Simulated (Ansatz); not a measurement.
Base system: AgCl in the rock salt structure (space group Fm-3m, No. 225; a = 5.6115 Å).

All numbers come from Kohn–Sham DFT with the PBE functional, run in Ansatz (a quantum-chemistry and plane-wave program) with PAW and 420 eV plane waves, no SOC.

One change was made to it. Results:

```
quantity                             base       after
-----------------------------  ----------  ----------
width of the top valence band     2.17 eV     2.26 eV
density                        5.39 g/cm³  5.50 g/cm³
```

**Question.** Which of these changes matches the shifts?
A. pressure 4.5 GPa
B. pressure 15 GPa
C. pressure −1 GPa
D. pressure 0.9 GPa

**Answer.** D, pressure 0.9 GPa. For comparison, the width of the top valence band in the other runs: pressure 15 GPa gives 3.08 eV; pressure 4.5 GPa gives 2.53 eV; pressure −1 GPa gives 2.07 eV.

The levels and masses belong to the bands next to the band gap. Load acts through the strain it causes; cell and atoms are relaxed under it. Stability against distortions was not tested. Competing high-pressure phases were not computed.
